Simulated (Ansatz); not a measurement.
Consider this model of amorphous Ga$_{24}$O$_{37}$Sr.

```xyz
62
Lattice="9.2859 -0.0871 0.1449 -0.0871 9.1136 -0.0021 0.1449 -0.0021 9.2220" Properties=species:S:1:pos:R:3 pbc="T T T"
Ga     0.1686     0.6375     4.2330
Ga     8.7331     4.9620     7.2846
Ga     4.4754     2.7096     4.7201
Ga     5.3461     5.2580     6.0622
Ga     2.2981     1.9577     1.9461
Ga     4.2687     0.1304     3.4771
Ga     3.5554     3.9997     8.7728
Ga     8.4104     3.2540     1.0450
Ga     1.6358     7.5682     3.3187
Ga     1.6489     5.3344     1.4905
Ga     5.3708     6.6162     3.1668
Ga     6.2657     3.0936     7.9421
Ga     8.3720     6.7220     1.6838
Ga     6.6860     0.7253     5.8025
Ga     0.5132     8.4423     6.7540
Ga     5.7545     6.3471     9.2487
Ga     1.5566     2.5604     6.4243
Ga     7.6049     6.8441     5.0173
Ga     2.3998     6.5246     7.4002
Ga     5.0625     3.5428     1.9932
Ga     0.6206     0.2211     0.7486
Ga     7.2403     8.4907     8.3049
Ga     2.1109     4.7366     4.9028
Ga     7.0882     0.7878     2.4902
O      4.0939     1.8678     2.7834
O      5.4561     8.0433     8.6346
O      8.3563     8.7658     1.9824
O      9.1161    -0.0541     8.5116
O      2.7746     3.7603     1.4776
O      0.6508     4.1301     6.0190
O      0.9849     7.2616     1.5436
O      2.6200     2.9232     4.8721
O      6.6021     1.2358     7.5889
O      3.4868     7.5674     3.4205
O      2.7148     5.6663     9.0159
O      5.0123     4.1969     3.7525
O      5.1244     5.5642     1.6141
O      7.3830     5.3680     6.1289
O      7.3642     6.3959     3.2077
O      5.2387     5.0793     8.0008
O      3.3020     5.5039     6.1089
O      1.6297     5.6124     3.4089
O      4.8664     2.8985     0.1422
O      7.5441     8.2733     6.3655
O      0.5103     6.5465     7.2735
O      2.6384     2.6929     7.8500
O      0.5363     1.1152     6.0015
O      9.1111     4.8909     1.4100
O      2.4300     0.5518     0.7167
O      6.8588     2.5445     1.8569
O      0.3921     2.1061     1.3851
O      0.2051     7.8416     4.6444
O      7.6051     6.7415     9.2580
O      7.7028     1.1754     4.2789
O      5.4676     3.3351     6.2316
O      2.3814     8.3106     6.9994
O      1.7310     0.5570     3.3005
O      7.9955     3.6581     8.4531
O      5.6883     8.6110     2.5928
O      5.5893     6.8100     5.0236
O      4.9085     0.8648     5.1543
Sr     4.0211     0.6440     8.0881
```

Computed with PBE, scalar-relativistic without spin-orbit coupling (plane waves to 420 eV, PAW; Ansatz, a program for electronic structure).

A CHGNet melt-quench gave the starting glass, which DFT then relaxed. O atoms were pushed apart under 1.9 Å during the dynamics, to hinder bonds among them. The hot cell started wider than the set density and was brought back towards it in steps. It is the lowest in DFT energy of 2 quenches. It is a model cell: composition and starting density were chosen by hand, and all elements were melted together. No dispersion term was used. Its density started from a set value of 5.01 and ended at 5.01 g/cm³. The simulated quench (nominally 330 K/ps over its main leg) is rapid and tends to freeze in more defects than a deposited or slowly cooled glass has. One small periodic cell is one sample of the glass; other quenches scatter about these values. The volume was held where the preparation left it and the shape relaxed, at a PBE pressure of 2.9 GPa. Stress components on the final sampling reach 3.0 GPa.

Cut-offs for bonds: Ga-Ga 2.68 Å, Ga-O 2.40 Å, Ga-Sr 3.43 Å, O-O 1.58 Å, O-Sr 3.13 Å, Sr-Sr 4.18 Å. Two cations that share two anions don't count as bonded, nor two that share one unless they lie closer than Ga-Ga 2.61 Å, Ga-Sr 3.34 Å, Sr-Sr 4.07 Å.

Problem. Give the coordination numbers, mean bond lengths and angles.

Solution. 
```json
{
 "Mean coordination of Ga by anions": "4.67 (10 with 4, 12 with 5, 2 with 6)",
 "Mean coordination of O": "3.22 (1 with 2, 27 with 3, 9 with 4)",
 "Mean coordination of Sr by anions": "7.00 (1 with 7)",
 "Mean Ga-O bond": "1.940 Å (spread 0.110 Å, 112 counted)",
 "Mean O-Sr bond": "2.588 Å (spread 0.251 Å, 7 counted)",
 "Bond angle at Ga": "mean 106.7°, spread 24.3°",
 "Bond angle at O": "mean 113.3°, spread 17.5°",
 "Bond angle at Sr": "mean 101.7°, spread 31.7°"
}
```

Problem. List the pairs of like atoms that count as bonded by the rules above.

Solution. There are none by these rules.
